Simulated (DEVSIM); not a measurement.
Structure: TaN/Si3N4/n-Si capacitor, at 300 K.

```tsv
layer (left to right)	material	thickness (nm)	Nd (cm⁻³)
1	Si3N4	7.60	-
2	Si	5500	1.1e16
```

Metal gate on the left, work function 4.4 eV. Fixed charge at the semiconductor interface -9.4e10 cm⁻² (in units of +e); interface traps 9.5e11 cm⁻² eV⁻¹, uniform in energy, neutral level at 0.3 of the gap above the valence band.

Constants are typed, rounded textbook-type inputs, not results; the design itself was drawn at random and stands for no fabricated device. Values at 300 K.

| parameter | Si3N4 | Si |
|---|---|---|
| gap (eV) | 5.1 | 1.124 |
| affinity (eV) | 2.1 | 4.05 |
| permittivity | 7.5 | 11.7 |
| Nc (cm⁻³) | - | 2.86e19 |
| Nv (cm⁻³) | - | 3.1e19 |

Simulated with DEVSIM: 1D Poisson equation in equilibrium, Boltzmann statistics, complete ionisation; no quantum confinement or tunnelling. Metal contacts follow the ideal Schottky-Mott rule: no Fermi-level pinning, no interface dipoles.

The interface trap density was swept, all else fixed.

```json
[
 {"interface trap density (cm^-2 eV^-1)": "0", "threshold voltage (band bending 2φF) (V)": "-0.61", "minimum of the low-frequency capacitance (μF/cm²)": "0.0384", "flat-band voltage (V)": "0.16"},
 {"interface trap density (cm^-2 eV^-1)": "1e10", "threshold voltage (band bending 2φF) (V)": "-0.61", "minimum of the low-frequency capacitance (μF/cm²)": "0.0399", "flat-band voltage (V)": "0.16"},
 {"interface trap density (cm^-2 eV^-1)": "1e11", "threshold voltage (band bending 2φF) (V)": "-0.61", "minimum of the low-frequency capacitance (μF/cm²)": "0.0528", "flat-band voltage (V)": "0.17"},
 {"interface trap density (cm^-2 eV^-1)": "3e11", "threshold voltage (band bending 2φF) (V)": "-0.62", "minimum of the low-frequency capacitance (μF/cm²)": "0.0802", "flat-band voltage (V)": "0.20"},
 {"interface trap density (cm^-2 eV^-1)": "9.5e11", "threshold voltage (band bending 2φF) (V)": "-0.63", "minimum of the low-frequency capacitance (μF/cm²)": "0.158", "flat-band voltage (V)": "0.27"},
 {"interface trap density (cm^-2 eV^-1)": "1e12", "threshold voltage (band bending 2φF) (V)": "-0.63", "minimum of the low-frequency capacitance (μF/cm²)": "0.163", "flat-band voltage (V)": "0.27"},
 {"interface trap density (cm^-2 eV^-1)": "2e12", "threshold voltage (band bending 2φF) (V)": "-0.66", "minimum of the low-frequency capacitance (μF/cm²)": "0.255", "flat-band voltage (V)": "0.38"}
]
```

From the first row to the last the threshold voltage (band bending 2φF) goes from -0.61 to -0.66. From the first row to the last the minimum of the low-frequency capacitance goes from 0.0384 to 0.255.
